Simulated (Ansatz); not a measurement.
Input and output of a zone-centre phonon calculation for Ti (P6_3/mmc, 4 atoms in the cell) (Ansatz, an electronic-structure program).

Level of theory: PBE (plane waves, PAW; Ansatz).

```yaml
crystal:
  lattice:
    - [2.92199, 0.00000, 0.00000]
    - [-1.46099, 2.53051, 0.00000]
    - [0.00000, 0.00000, 9.40151]
  atoms:
    - { symbol: Ti, position: [0.00000, 0.00000, 0.00000] }
    - { symbol: Ti, position: [0.00000, 0.00000, 0.50000] }
    - { symbol: Ti, position: [0.33333, 0.66667, 0.25000] }
    - { symbol: Ti, position: [0.66667, 0.33333, 0.75000] }
```

Reference input (self-consistent single point, DFT, PBE, plane waves, default PAW files): basis.ecutwfc = 420 eV; kpoints.mp_grid.grid = 9 9 3; hamiltonian.xc = pbe; hamiltonian.pseudopotentials = {kind: paw} (the program's default PAW files); scf.occupations.method = gaussian; scf.occupations.width = 0.2 eV. This run's input differs from it in these lines:

```diff
@@ -20,6 +20,4 @@
   occupations: { method: gaussian, width: 0.2 }
-output:
-  forces: true
-  eigenvalues: true
-  stress: true
+phonons:
+  method: dfpt
```

Log, with long lists cut:

```
SCF iter   1: F=—  HF=-9998.557112 eV  |F-HF|=—  |Δ(HF+E_count)|=         —  Δρ=5.86e-3  dr2=4.50e-2  ethr=1.77e-3  ⟨swp⟩=3.6  Hψ=15274  notcnv=0
all-band conjugate gradients solve this SCF's bands
automatic band count: the SCF goes on with 34 bands, as 29 were too few: they end inside the smearing window of the response
preconditioner: auto → Kerker (q_TF=auto, 2.565 Å⁻¹)
   [... lines left out ...]
SCF iter   6: F=—  HF=-9998.553059 eV  |F-HF|=—  |Δ(HF+E_count)|=   4.85e-9  Δρ=4.50e-6  dr2=9.90e-9  ethr=4.15e-10  ⟨swp⟩=2.1  Hψ=2943  notcnv=0
SCF iter   7: F=—  HF=-9998.553059 eV  |F-HF|=—  |Δ(HF+E_count)|=   1.47e-9  Δρ=1.38e-6  dr2=1.28e-9  ethr=2.06e-11  ⟨swp⟩=2.1  Hψ=3928  notcnv=0
SCF iter   8: F=—  HF=-9998.553059 eV  |F-HF|=—  |Δ(HF+E_count)|=  5.46e-11  Δρ=2.57e-7  dr2=4.26e-11  ethr=2.66e-12  ⟨swp⟩=2.3  Hψ=3257  notcnv=0
SCF iter   9: F=-9998.553059 eV  HF=-9998.553059 eV  |F-HF|=3.64e-12  |Δ(HF+E_count)|=  7.28e-12  Δρ=7.08e-8  dr2=6.18e-12  ethr=1.00e-12  ⟨swp⟩=7.7  Hψ=9345  notcnv=0
SCF 1 converged in 9 iterations: F = -9998.553059 eV  dr2 = 6.18e-12
DFPT response loops at Γ: preconditioner auto → Kerker (q_TF=auto, 2.565 Å⁻¹) (partly filled bands, converged f_vac=0.000) …
Free energy (F): -9998.553059 eV
Internal energy: -9998.422002 eV  (E = F + TS)
E sigma→0 (E₀):  -9998.487530 eV
Entropy (-TS):   -0.131057 eV (-32.764 meV/atom)
Fermi energy:    13.285429 eV
--- Phonons (Γ-DFPT): 4 representative perturbations + reference, on 70 of 243 k-points (Σ response iterations 14) ---
  k mesh reduced under 2 symmetry operations, with k and −k counted as one. Each operation leaves every solved perturbation unchanged …
  ASR residual: 1.869e-5 → 0.000e0 eV/Å²; symmetrization residual: 1.594e-5 eV/Å²
  ASR residual per site (eV/Å²): 1.25e-5 1.25e-5 1.87e-5 1.87e-5
  Γ frequencies (cm⁻¹): 0.00 0.00 0.00 72.21 72.21 76.99 76.99 106.55 106.55 160.71 173.40 179.93
  non-analytic LO–TO correction: not included (Born effective charges unavailable; polar crystals: no LO–TO splitting at Γ)
```

The run converged in 9 iterations. 

Summary of the result:
```
Property                                                                                             Value
--------------------------------------------------------  ------------------------------------------------
Free energy E − TS (on the zero of these files)                                              -9998.5531 eV
Fermi level (on the code's own zero)                                                              13.29 eV
Zone-centre frequencies (cm⁻¹; negative means imaginary)  0, 0, 0, 72, 72, 77, 77, 107, 107, 161, 173, 180
```

The starting cell was generated: these elements placed on a structure prototype, without a prior relaxation; it need not be a known phase or ordering of this composition. Its lattice was rescaled by a random factor within 2.5 % of one. Spin polarisation is off.

Cost on one core of a shared machine: roughly 90 s.

Keys are those of Ansatz 0.2.
